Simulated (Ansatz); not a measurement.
**metastable alpha Ga2O3: the defect Ga interstitial**

Level of theory: PBE, PAW (plane waves to 420 eV; Ansatz, a quantum-chemistry and plane-wave program). A supercell of 120 sites (2×2×1 repeats of a cell of 30 atoms) was used; the energies come from a 2×2×2 Γ-centred sampling of its zone. Site at the start: void with 2O nearest, no. 1. Finite-size correction: monopole term and site-potential alignment. Dielectric constants: PBE linear response of the host. Host gap at this level: 2.40 eV. A cell of this size leaves errors of a few tenths of an eV. The semilocal functional narrows the gap, so deep levels can fall outside it. Spin–orbit coupling is left out. Each state is the lowest found from its start.

Formation energies E_f are given with the Fermi level at the valence-band maximum. Chemical conditions: Ga-rich (Δμ(Ga) = 0.00 eV; only phases computed here count, gases as isolated molecules at 0 K); O-rich (Δμ(Ga) = -4.48 eV; only phases computed here count, gases as isolated molecules at 0 K). Reference phases: Ga: alpha gallium.

The name describes the start; the neighbours show where the atoms ended.

Charges with a result: +3, +2, +1, 0. Others weren't obtained, and one of them could lie lower, also by skipping a charge.

```csv
charge,moment (μB),point group,largest move off a lattice site (Å),neighbours of the last Ga atom of the defect at the end (Å),image correction with alignment (eV),"E_f, Ga-rich (eV)","E_f, O-rich (eV)"
+3,not spin-polarised,C3i,0.48,"O 1.99, O 1.99, O 1.99, O 1.99, O 1.99, O 1.99",1.53,-3.84,0.64
+2*,quenched,C3i,0.48,"O 1.99, O 1.99, O 1.99, O 1.99, O 1.99, O 1.99",–,–,–
+1*,not spin-polarised,C3i,0.48,"O 1.99, O 1.99, O 1.99, O 1.99, O 1.99, O 1.99",–,–,–
0*,quenched,C3i,0.48,"O 2.01, O 2.01, O 2.01, O 2.01, O 2.01, O 2.01",–,–,–
```

* At this level the carrier isn't localised at the defect: at charge +2 electrons occupy the conduction band; at charge +1 electrons occupy the conduction band; at charge 0 electrons occupy the conduction band. Such a state is shallow or no state of the defect, and this cell gives it no level.

Point groups are those of the whole cell at tolerances of 0.03 and 0.1 Å ("near" where only the looser one holds); none is given for unsettled states.

Starting moments that weren't kept: charge +2 began with 1 μB and ended with 0.0; charge 0 began with 1 μB and ended with 0.0.

No other site or start that was run ended lower by more than 0.1 eV.

Flagged in the runs: a doubtful potential alignment, a host whose relaxation on this sampling wasn't shown to rest, a strain field that reaches the edge of the cell.
